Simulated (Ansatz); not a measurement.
# Pressure series in MgO

The reference is MgO in the rock salt structure (space group Fm-3m, No. 225; a = 4.254 Å).

Cell and atoms are relaxed at each pressure.

Calculations: plane-wave PAW DFT at the PBE level (Ansatz, an electronic-structure program, 420 eV), spin-orbit coupling left out.

Candidates:
(a) pressure −1 GPa
(b) pressure 50 GPa
(c) pressure 3 GPa
(d) pressure 30 GPa

Before the change:

- Band gap = 4.46 eV

**Question.** Order them by band gap, highest first.

**Answer.** (b) pressure 50 GPa (6.76 eV), (d) pressure 30 GPa (5.98 eV), (c) pressure 3 GPa (4.64 eV), (a) pressure −1 GPa (4.40 eV)

Load acts through the strain it causes; cell and atoms are relaxed under it. Stability against distortions was not tested. Competing high-pressure phases were not computed.
